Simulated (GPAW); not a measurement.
A self-consistent single point of SrGe3Pd (I4mm, 5 atoms in the cell) with GPAW.

Computed with LDA (Perdew-Wang 92), GPAW PAW datasets LDA (gpaw-data 1.0.1) (plane waves; GPAW 25.7.0).

```xyz
5
Lattice="-2.2408 2.2408 5.1448 2.2408 -2.2408 5.1448 2.2408 2.2408 -5.1448" Properties=species:S:1:pos:R:3 pbc="T T T"
Sr     0.0000     0.0000    10.2751
Ge     0.0000     0.0000     4.1127
Ge     0.0000     2.2408     2.6048
Ge     2.2408     0.0000     2.6048
Pd     0.0000     0.0000     6.6172
```

Reference input (self-consistent single point, DFT PBEsol, plane waves, GPAW PAW datasets PBEsol (made by gpaw-setup)): mode = pw; ecut = 550 eV; xc = PBEsol; kpts = 6 6 6; mesh shift (steps) = 0 0 0; occupations.name = methfessel-paxton; occupations.width = 0.1 eV; occupations.order = 0; nbands = -13; convergence.density = 1e-05 e/electron; convergence.energy = 1e-05 eV/electron; symmetry.symmorphic = false. This run's input differs from it in these lines:

```diff
@@ -16,3 +16,3 @@
 calc = GPAW(mode={'name': 'pw', 'ecut': 550},
-            xc='PBEsol',
+            xc='LDA',
             kpts={'size': (6, 6, 6), 'gamma': True},
```

Its files differ too (potentials: GPAW PAW datasets LDA (gpaw-data 1.0.1)).

The program printed (abridged):

```
     iter     time        total  log10-change:
                         energy   eigst   dens
iter:   1 --:--:--   -30.202932
iter:   2 --:--:--   -27.608878   -1.29  -1.04
iter:   3 --:--:--   -26.165100   -1.12  -1.18
iter:   4 --:--:--   -26.131765   -1.11  -1.33
iter:   5 --:--:--   -26.210497   -1.84  -1.52
   [... 3 lines left out ...]
iter:   9 --:--:--   -25.840162   -2.99  -2.52
iter:  10 --:--:--   -25.835980   -3.83  -2.63
iter:  11 --:--:--   -25.835465   -4.37  -2.88
iter:  12 --:--:--   -25.835449   -5.15  -3.32
iter:  13 --:--:--   -25.835457c  -6.09  -3.43
iter:  14 --:--:--   -25.835462c  -5.46  -3.46
iter:  15 --:--:--   -25.835448c  -6.56  -3.81
iter:  16 --:--:--   -25.835448c  -7.17  -3.89
iter:  17 --:--:--   -25.835450c  -6.67  -3.95
iter:  18 --:--:--   -25.835446c  -7.26  -4.18
iter:  19 --:--:--   -25.835442c  -7.87c -4.33
iter:  20 --:--:--   -25.835440c  -8.09c -4.41
iter:  21 --:--:--   -25.835438c  -8.07c -4.49
iter:  22 --:--:--   -25.835436c  -8.44c -4.64
iter:  23 --:--:--   -25.835436c  -8.98c -4.72
iter:  24 --:--:--   -25.835437c  -8.66c -4.77
iter:  25 --:--:--   -25.835437c  -9.47c -4.89
iter:  26 --:--:--   -25.835437c  -8.92c -4.95
iter:  27 --:--:--   -25.835437c  -9.54c -5.07c
Converged after 27 iterations.

Dipole moment: (-0.000000, 0.000000, 0.700335) |e|*Ang

Energy contributions relative to reference atoms: (reference = -394548.266304)

Kinetic:        +25.470270
Potential:      -24.933829
External:        +0.000000
XC:             -25.968395
Entropy (-ST):   -0.014772
Local:           -0.396098
SIC:             +0.000000
--------------------------
Free energy:    -25.842823
Extrapolated:   -25.835437

Showing only first 2 kpts
 Kpt  Band  Eigenvalues  Occupancy
  0    17      5.57332    2.00000
  0    18      8.07762    0.00000
  0    19      8.07762    0.00000
  0    20      8.34314    0.00000

  1    17      6.49333    2.00000
  1    18      6.52031    2.00000
  1    19      6.76600    2.00000
  1    20      9.24235    0.00000

Fermi level: 7.58077

No gap
   [... lines left out ...]
Energy (eV): -25.835437

Forces in eV/Ang:
  0 Sr    0.00000    0.00000    0.04232
  1 Ge    0.00000    0.00000    0.24957
  2 Ge    0.00000   -0.00000   -0.19743
  3 Ge    0.00000    0.00000   -0.19743
  4 Pd    0.00000    0.00000    0.10318

Stress tensor:
     0.025662    -0.000000    -0.000000
    -0.000000     0.025662    -0.000000
    -0.000000    -0.000000     0.025812
Stress (GPa, Voigt): [ 4.1115  4.1115  4.1356 -0.     -0.     -0.    ]
```

The run converged in 27 iterations. GPAW prints stress with tension positive. Against the reference run the pressure goes from -1.69 to -4.12 GPa and the largest force goes from 0.217 to 0.250 eV/Å.

The starting cell comes from a database of computed structures (which also holds hypothetical and non-ambient phases and stackings), without a prior relaxation at this level. Spin polarisation is off. With a pressure of about -4 GPa the cell is away from its equilibrium volume at this level.

Cost on one core of a shared machine: roughly 4 min.
